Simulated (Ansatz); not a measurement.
We consider Ta₂SiN (model structure, started from the MAX type, P6₃/mmc, No. 194, 8 atoms in the cell), described by PBE in Ansatz (PAW).

Run with plane-wave cutoff 520 eV, 24×24×4 k mesh (along the axes of the cell as run), Fermi–Dirac smearing 0.05 eV, scalar-relativistic PAW data made under PBE.

Cell (relaxed at this level):

```yaml
crystal:
  lattice:
    - [3.22958, 0.00000, 0.00000]
    - [-1.61479, 2.79690, 0.00000]
    - [0.00000, 0.00000, 12.12378]
  atoms:
    - { symbol: Si, position: [0.33333, 0.66667, 0.75000] }
    - { symbol: Si, position: [0.66667, 0.33333, 0.25000] }
    - { symbol: Ta, position: [0.33333, 0.66667, 0.09551] }
    - { symbol: Ta, position: [0.66667, 0.33333, 0.59551] }
    - { symbol: Ta, position: [0.66667, 0.33333, 0.90449] }
    - { symbol: Ta, position: [0.33333, 0.66667, 0.40449] }
    - { symbol: N, position: [0.00000, 0.00000, 0.00000] }
    - { symbol: N, position: [0.00000, 0.00000, 0.50000] }
```

**Question.** Give the computed bulk modulus.

**Answer.** 
- bulk modulus = 226 GPa

The run finds no gap.

Note: the bulk modulus is −V dP/dV from two relaxed cells at ±2 % in volume; the relaxation could raise the start's symmetry but not lower it, so the cell can be a saddle point.

Spin–orbit coupling is not included; it can open a gap where bands touch, and shift volumes and moduli.

Computed values are for the static lattice.

A model structure was made by putting elements into a prototype or built by hand; it is no filed structure, need not be a known phase, and can be a saddle point held by its symmetry.

Ansatz is a program for electronic structure.
